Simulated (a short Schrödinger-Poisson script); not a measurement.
From a short Schrödinger-Poisson script (our own, NumPy): one-band effective-mass equation with BenDaniel-Duke matching, electrons, heavy and light holes apart, hard walls at the outer ends, one valence edge for both holes (no strain splitting), no charge, excitons, band mixing or non-parabolicity; under a field the levels are quasi-bound states of a box, listed while three quarters of their weight lies within 4 nm of the wells.

System: single Ge/Si0.15Ge0.85 quantum well.

From the first side: 20 nm Si0.15Ge0.85; 3 nm Ge; 20 nm Si0.15Ge0.85.

The device is made up for the run: typed textbook-type constants, with dimensions and the other settings drawn at random. Ge: direct gap (eV) 0.88, conduction-band edge (eV) 0, electron mass (mₑ) 0.041, heavy-hole mass 0.21, light-hole mass 0.046. Si0.15Ge0.85: direct gap (eV) 1.36, conduction-band edge (eV) 0.4, electron mass (mₑ) 0.053, heavy-hole mass 0.24, light-hole mass 0.06.

The valence-band edge of each layer lies one gap below its conduction-band edge. The electron's potential energy rises along the stack by the applied field. Mesh 0.03 nm at interfaces.

Problem. Give the hh1 − lh1 (meV); the e1 above the well's band edge (meV); the shift of e1-hh1 at 41.2 kV/cm (meV).

Solution. hh1 − lh1 (meV): 21.6; e1 above the well's band edge (meV): 206; shift of e1-hh1 at 41.2 kV/cm (meV): -1.2. Excitons are left out, and strain enters only through the typed gaps and offsets, so measured lines lie elsewhere.
